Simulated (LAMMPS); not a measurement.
Melts of Ta (bcc) cooled to 300 K at several rates.

All values are model results, not measurements: classical MD, pair style eam/alloy, file CuTa.eam.alloy; code LAMMPS.

```csv
cooling rate (K/s),energy above the crystal,state,density,coordination number,rough cost
3e+12,0.034 eV/atom,crystallised,16.5 g/cm³ (one sample),13.9 (counted to 3.90 Å),60 core-minutes
1e+13,0.193 eV/atom,glass,16.5 g/cm³ (one sample),13.8 (counted to 3.94 Å),20 core-minutes
1e+14,0.199 eV/atom,glass,16.5 g/cm³ (one sample),13.8 (counted to 3.98 Å),3 core-minutes
```

Costs are rough and include melting and analysis.

Caution (row 3e+12): the cell keeps the atom count and shape of the starting crystal, which eases freezing.
